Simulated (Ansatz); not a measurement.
Consider Ta in the bcc (W type) structure (space group Im-3m, No. 229; a = 3.3063 Å; relaxed with 0.1 eV smearing). Axes: x, y, z lie along the cube axes.

The values are results of Kohn–Sham DFT with the r2SCAN functional, run in Ansatz (a program for electronic structure) with PAW and 500 eV plane waves, scalar-relativistic without spin-orbit coupling, earlier PAW set, not measurements.

Strains are applied to the cell and any free atomic positions relax; under biaxial strain the out-of-plane vector relaxes too.

One change was made to it. Results:

| quantity | base | after |
|---|---|---|
| volume per atom | 18.07 Å³ | 18.03 Å³ |
| pressure (mean of the normal stresses, compression positive) | 0.0 GPa | 0.5 GPa |

Question: Which change produced these results?
(A) uniaxial strain ε_zz = +2.77 %
(B) biaxial strain −1.24 %, plane normal [001], relaxed out of plane
(C) biaxial strain −0.25 %, plane normal [111], relaxed out of plane

Answer: C, biaxial strain −0.25 %, plane normal [111], relaxed out of plane. For comparison, the pressure in the other runs: biaxial strain −1.24 %, plane normal [001], relaxed out of plane gives 2.0 GPa; uniaxial strain ε_zz = +2.77 % gives -5.2 GPa.

Stability against distortions was not tested. The final runs are not spin-polarised.
